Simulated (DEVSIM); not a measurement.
System: Ti/Al2O3/n-Ge capacitor, at 300 K.

Layer 1 from the left is Al2O3, thickness (nm) 11.0. Layer 2 from the left is Ge, thickness (nm) 8900, Nd (cm⁻³) 2.2e15.

Metal gate on the left, work function 4.33 eV. Fixed charge at the semiconductor interface -1e11 cm⁻² (in units of +e); interface traps 1.3e12 cm⁻² eV⁻¹, uniform in energy, neutral level at 0.7 of the gap above the valence band.

This is a model device: material constants are rounded textbook-type values typed into the input, and sizes, dopings and lifetimes were drawn at random. Values at 300 K.

Al2O3: gap (eV) 6.8, affinity (eV) 1.35, permittivity 9. Ge: gap (eV) 0.664, affinity (eV) 4, permittivity 16, Nc (cm⁻³) 1.04e19, Nv (cm⁻³) 6e18.

Simulated with DEVSIM: 1D Poisson equation in equilibrium, Boltzmann statistics, complete ionisation; no quantum confinement or tunnelling. Metal contacts follow the ideal Schottky-Mott rule: no Fermi-level pinning, no interface dipoles.

**Question.** What does the simulation give for the minimum of the low-frequency capacitance, the flat-band voltage?

**Answer.** minimum of the low-frequency capacitance 0.187 μF/cm²; flat-band voltage 0.13 V.
